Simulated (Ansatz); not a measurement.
Stishovite (SiO2), treated with PBE (PAW; Ansatz, a quantum-chemistry and plane-wave program).

Numerical settings: plane-wave cutoff 520 eV, 8×8×12 k mesh (along the axes of the cell as run), Fermi–Dirac smearing 0.01 eV, scalar-relativistic PAW data made under PBE.

Equation-of-state points:

```csv
V (Å³/atom),E − E_lowest (meV/atom),P (GPa)
7.725,11.40,11.86
7.886,2.72,5.54
8.047,0.00,-0.01
8.208,2.49,-4.83
8.369,9.48,-8.97
```

Q: Estimate the bulk modulus from the pressures at 7.886 and 8.208 Å³/atom, and compare it with a fit to all energies.

A: B = −V dP/dV. Between V = 7.886 and 8.208 Å³/atom, dP/dV = (-4.83 − (5.54))/(8.208 − 7.886) = -32.2 GPa per Å³/atom; at the midpoint 8.047 Å³/atom this gives B ≈ 259 GPa. The third-order Birch–Murnaghan fit gives V0 = 8.047 Å³/atom, B0 = 258 GPa, B′ = 6.0, which lies within 1 % of that estimate.

Shape and atoms are relaxed at each volume.

Measured, for comparison: bulk modulus 310 ± 1 GPa (300 K, not corrected to a static lattice; as tabulated in arXiv:1001.2066). Computed (rounded) less measured: bulk modulus -17 %.

Note: the bulk modulus comes from volumes at which shape and atoms were relaxed.
